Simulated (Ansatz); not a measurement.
## TiP (space group P6_3/mmc, No. 194)

TiP is modelled in the hexagonal space group P6₃/mmc (No. 194), Pearson symbol hP8. Conventional cell: a = b = 3.455 Å, c = 11.605 Å, α = β = 90.00°, γ = 120.00°. Ti on 4f sees 6 P at 2.408–2.527 Å and 1 Ti at 3.104 Å. P1 on 2d is coordinated by 6 Ti at 2.527 Å (trigonal prismatic). P2 on 2a is surrounded by 6 Ti at 2.408 Å (octahedral). (Neighbours: up to the widest gap in distance over summed covalent radii, below 1.35, at either atom; cation-cation and far metal-metal contacts left out.)

Calculations: PBEsol/PAW in Ansatz (an electronic-structure program), no spin-orbit coupling. k-mesh 16×16×4 (Γ-centred); smearing 0.05 eV (Fermi–Dirac).

| Item | Value |
|---|---|
| Volume per atom | 14.99 Å³ |
| Density | 4.37 g/cm³ |
| Band gap | zero |
| Total energy | -1608.252 eV/atom (σ→0; compares only within this code and set-up) |

No phonon test of stability was made. The final runs are not spin-polarised.
